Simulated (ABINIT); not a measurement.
Worked example: self-consistent single point of TaN (Fm-3m, 2 atoms in the cell) in ABINIT.

Method: PBE, norm-conserving pseudopotentials (PseudoDojo nc-sr-05 PBE standard) (plane waves; ABINIT).

The change in words: lattice scaled by 0.98. Reference geometry:
```
CELL_PARAMETERS angstrom
      0.00000     2.21132     2.21132
      2.21132     0.00000     2.21132
      2.21132     2.21132     0.00000
ATOMIC_POSITIONS crystal
  Ta 0.50000 0.50000 0.50000
  N  0.00000 0.00000 0.00000
```

Reference input (self-consistent single point, DFT, PBE, plane waves, norm-conserving pseudopotentials (PseudoDojo nc-sr-05 PBE standard)): pseudos = [Ta.upf, N.upf]; ecut = 42 Ha; ixc = 11; occopt = 7; tsmear = 0.2 eV; ngkpt = 9 9 9; nshiftk = 1; shiftk = 0 0 0; potentials = PseudoDojo nc-sr-05 PBE standard; nband = 14; kptopt = 1; nstep = 80. This run's input differs from it in these lines:

```diff
@@ -3,7 +3,7 @@
 pseudos "Ta.upf, N.upf"
-acell 3.1272858058 3.1272858058 3.1272858058 Angstrom
+acell 3.0647393826 3.0647393826 3.0647393826 Angstrom
 rprim
-        -0.0000000000    0.7071067812    0.7071067812
-         0.7071067812   -0.0000000000    0.7071067812
-         0.7071067812    0.7071067812   -0.0000000000
+         0.0000000000    0.7071067812    0.7071067812
+         0.7071067812    0.0000000000    0.7071067812
+         0.7071067812    0.7071067812    0.0000000000
 natom 2
```

Output, abridged:

```
--- !BeginCycle
solver: {iscf: 7, nstep: 80, nline: 4, wfoptalg: 0, }
tolerances: {toldfe: 1.00E-09, }
...

     iter   Etot(hartree)      deltaE(h)  residm     vres2
 ETOT  1  -75.363608424642    -7.536E+01 1.557E-01 8.118E+02
 ETOT  2  -75.262192594238     1.014E-01 1.553E-02 1.447E+03
 ETOT  3  -75.536225349058    -2.740E-01 1.238E-02 5.410E+00
 ETOT  4  -75.537485405612    -1.260E-03 2.379E-03 1.342E-01
 ETOT  5  -75.537514103351    -2.870E-05 2.364E-04 5.095E-03
 ETOT  6  -75.537514706722    -6.034E-07 1.721E-04 1.332E-04
 ETOT  7  -75.537514730048    -2.333E-08 6.829E-05 7.353E-06
 ETOT  8  -75.537514731660    -1.612E-09 8.343E-05 1.567E-07
 ETOT  9  -75.537514731693    -3.288E-11 3.386E-05 5.795E-11
 ETOT 10  -75.537514731693    -2.842E-13 4.111E-05 1.625E-12
 At SCF step   10, etot is converged :
  for the second time, diff in etot=  2.842E-13 < toldfe=  1.000E-09

 Cartesian components of stress tensor (hartree/bohr^3)
  sigma(1 1)= -7.07752097E-04  sigma(3 2)=  0.00000000E+00
  sigma(2 2)= -7.07752097E-04  sigma(3 1)=  0.00000000E+00
  sigma(3 3)= -7.07752097E-04  sigma(2 1)=  0.00000000E+00

 ----iterations are completed or convergence reached----

 reduced coordinates (array xred) for    2 atoms
       0.500000000000      0.500000000000      0.500000000000
       0.000000000000      0.000000000000      0.000000000000
 cartesian forces (eV/Angstrom) at end:
    1     -0.00000000000000    -0.00000000000000    -0.00000000000000
    2     -0.00000000000000    -0.00000000000000    -0.00000000000000
 frms,max,avg= 0.0000000E+00 0.0000000E+00   0.000E+00  0.000E+00  0.000E+00 e/A
   [... lines left out ...]
 Fermi (or HOMO) energy (hartree) =   0.63015   Average Vxc (hartree)=  -0.51964
 Fermi (or HOMO) energy (eV) =  17.14739   Average Vxc (eV)= -14.14003
   [... lines left out ...]
total_energy        : -7.55375147316932E+01
total_energy_eV     : -2.05548030919451E+03
band_energy         : -4.64511960267324E+00
...

-Cartesian components of stress tensor (GPa)         [Pressure=  2.0823E+01 GPa]
- sigma(1 1)= -2.08227821E+01  sigma(3 2)=  0.00000000E+00
- sigma(2 2)= -2.08227821E+01  sigma(3 1)=  0.00000000E+00
- sigma(3 3)= -2.08227821E+01  sigma(2 1)=  0.00000000E+00

 Calculation completed.
```

The run converged in 10 iterations. Against the reference run the free energy goes up by 36.1 meV/atom and the pressure goes from -1.48 to 20.82 GPa.

The starting cell comes from a database of computed structures (which also holds hypothetical and non-ambient phases and stackings), without a prior relaxation at this level. For this run, on top of that: lattice scaled by 0.98. Spin polarisation is off. With a pressure of about 21 GPa the cell is away from its equilibrium volume at this level.

Cost on one core of a shared machine: roughly 50 s.
